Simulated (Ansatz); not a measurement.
Input:

```
CELL_PARAMETERS angstrom
      4.05844     0.00000     0.00000
      0.00000     4.05844     0.00000
      0.00000     0.00000     4.95091
ATOMIC_POSITIONS crystal
  Pb 0.50000 0.00000 0.76215
  Pb 0.00000 0.50000 0.23785
  O  0.50000 0.50000 0.00000
  O  0.00000 0.00000 0.00000
```

No spin polarisation.

Level of theory: PBE-D3(BJ)/PAW in Ansatz (a first-principles code), scalar-relativistic without spin-orbit coupling. Settings: 8×8×7 k-points, 0.05 eV Fermi–Dirac smearing.

### Question
What is the computed mean in-plane stress (compression positive)?

### Answer
-0.6 GPa.

### Question
Predict the space group.

### Answer
P4/nmm (No. 129).

The cells carry an imposed strain or load. Stability against distortions was not tested. The cell was made from PbO (space group P4/nmm, No. 129; layered, stacked along the Cartesian z axis) by this change: biaxial strain +0.60 %, plane normal [001], relaxed out of plane.
